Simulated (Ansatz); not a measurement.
A working Ansatz (an electronic-structure program) input for CoIr (P-6m2, 2 atoms in the cell) (DFT, PBEsol, plane waves, default PAW files made with PBE):

Ansatz 0.2 input:
```yaml
# CoIr
crystal:
  lattice:
    - [2.67464000, 0.00000000, 0.00000000]
    - [-1.33732000, 2.31630600, 0.00000000]
    - [0.00000000, 0.00000000, 4.10252000]
  atoms:
    - { symbol: Co, position: [0.00000000, 0.00000000, 0.00000000], spin: 3.0 }
    - { symbol: Ir, position: [0.66666700, 0.33333300, 0.50000000] }
kpoints:
  mp_grid:
    grid: [14, 14, 8]
hamiltonian:
  xc: pbesol
  pseudopotentials:
    kind: paw
magnetization:
  spin_polarized: true
scf:
  occupations:
    method: fermi_dirac
    width: 0.05
output:
  forces: true
  eigenvalues: true
  stress: true
```

The run converged in 14 iterations: free energy E − TS (on the zero of these files) -16891.9445 eV; Fermi level (on the code's own zero) 22.08 eV; pressure -5.57 GPa; size of the cell's spin moment 1.75 μB. Each of these slips is then made, one at a time:

(1)
```diff
-magnetization:
-  spin_polarized: true
```

(2)
```diff
-    - { symbol: Co, position: [0.00000000, 0.00000000, 0.00000000], spin: 3.0 }
+    - { symbol: Co, position: [0.00000000, 0.00000000, 0.00000000] }
```

(3)
```diff
+  convergence:
+    dr2_threshold: 1.0e-02 eV
```

### Question
What happens in each case?

### Answer

(1) Moments on atoms without the switch for spin. The program stopped before any SCF iteration, with the message: Error: inconsistent input (magnetization.spin_polarized): false but per-atom `spin:`, `per_species`, `initial_magnetization`, `magnetic_field`, or `spin_locking` is set.

(2) A spin-polarised run without starting moments. The run converged in 18 iterations, and against the sound input the free energy hardly moves (within 1 meV/atom), the pressure stays at -5.57 GPa and the size of the net moment stays at 0.87 μB/atom.

(3) A convergence threshold that is too loose. The run converged in 9 iterations, and against the sound input the free energy stays essentially unchanged (within 1 meV/atom), the pressure hardly changes (-5.57 to -5.56 GPa) and the size of the net moment stays at 0.87 μB/atom.

The starting cell comes from a database of computed structures (which also holds hypothetical and non-ambient phases and stackings), without a prior relaxation at this level. With one magnetic atom in the cell only a parallel order is possible. In the base run, with a pressure of about -6 GPa the cell is away from its equilibrium volume at this level. Ansatz's pressure includes its estimate of the finite-basis (Pulay) stress.

Left out of this page: 3 runs of the series outside the window shown, repeating another row's setting, or not comparable; 1 run of the series stopped by limits of time or memory.
